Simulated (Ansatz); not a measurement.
Pyrite PtAs₂, treated with PBE-D3(BJ) (plane waves, PAW; Ansatz, an electronic-structure program).

Settings: plane-wave cutoff 520 eV, 6×6×6 k mesh, Fermi–Dirac smearing 0.01 eV, scalar-relativistic PAW data made under PBE.

Properties against volume:

Shape and atoms are relaxed at each volume.

```json
[
 {"V (Å³/atom)": "17.204", "P (GPa)": "6.85", "direct gap at Γ (eV)": "1.786", "smallest gap on the k mesh (eV)": "0.439"},
 {"V (Å³/atom)": "17.563", "P (GPa)": "3.22", "direct gap at Γ (eV)": "1.706", "smallest gap on the k mesh (eV)": "0.347"},
 {"V (Å³/atom)": "17.921", "P (GPa)": "0.00", "direct gap at Γ (eV)": "1.630", "smallest gap on the k mesh (eV)": "0.259"},
 {"V (Å³/atom)": "18.280", "P (GPa)": "-2.85", "direct gap at Γ (eV)": "1.558", "smallest gap on the k mesh (eV)": "0.176"},
 {"V (Å³/atom)": "18.638", "P (GPa)": "-5.37", "direct gap at Γ (eV)": "1.489", "smallest gap on the k mesh (eV)": "0.099"}
]
```

The fundamental gap (0.22 eV at the equilibrium volume, with added k points) lies elsewhere than Γ–Γ.

Note: the bulk modulus comes from volumes at which shape and atoms were relaxed.

Spin–orbit coupling is not included; it can close the smallest gap of 0.22 eV.
